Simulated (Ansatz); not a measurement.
Consider Bi in the A7 type structure (space group R-3m, No. 166; a = 4.521 Å, c = 12.028 Å (hexagonal axes); layered).

Calculations: plane-wave PAW DFT at the r2SCAN+rVV10 level (Ansatz, an electronic-structure program, 500 eV), spin-orbit coupling left out.

Base values:

```
Quantity    Value
--------  -------
Pressure  0.0 GPa
```

Modification: every lattice vector is stretched by 5.10 %, atoms relaxed at fixed cell.

### Question
What happens to the largest internal atomic displacement, pressure and energy relative to the base?

### Answer
The largest internal atomic displacement comes out as 0.082 Å; the pressure (mean of the normal stresses, compression positive) goes from zero to -3.9 GPa; the energy goes up by 81 meV/atom.

The cells carry an imposed strain or load. Whether these cells are dynamically stable was not tested.
